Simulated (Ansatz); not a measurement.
The starting structures come from a database of crystals and need not be the phases stable at ambient conditions.

The decay constant κ of evanescent states in the gap governs leakage through a thin film.

Here is the system:

```xyz
16
Lattice="3.8405 0.0000 0.0000 -1.9203 6.7100 0.0000 0.0000 0.0000 11.5230" Properties=species:S:1:pos:R:3 pbc="T T T"
Ca     1.9203     2.0938     6.4660
Ca     0.0000     4.6162     5.0570
Ca     0.0000     4.6162     0.7045
Ca     1.9203     2.0938    10.8185
Ca     0.0000     1.6240     2.8808
Ca     1.9203     5.0861     8.6423
C      0.0000     3.5868     7.3213
C      1.9203     3.1232     4.2018
C      1.9203     3.1232     1.5598
C      0.0000     3.5868     9.9633
C      1.9203     3.2568     2.8808
C      0.0000     3.4532     8.6423
Cl     1.9203     0.3933     8.6423
Cl     0.0000     6.3167     2.8808
Cl     0.0000     0.0000     0.0000
Cl     0.0000     0.0000     5.7615
```

The cell is taken as given.

Transport runs along the normal of the first two printed cell vectors.

The gap is the functional's own, uncorrected, and κ follows it; spin-orbit coupling is left out. Mid-gap means the computed energy nearest the middle.

**Question.** Compute, with r2SCAN in Ansatz (a quantum-chemistry and plane-wave program), the band gap and the smallest decay constant κ at mid-gap.

**Answer.** Gap 1.53 eV on a 8×8×4 mesh; κ = 0.221 1/Å, at (0.000, 0.500) of the in-plane reciprocal vectors. At the zone centre the slowest state has κ = 0.43 1/Å.
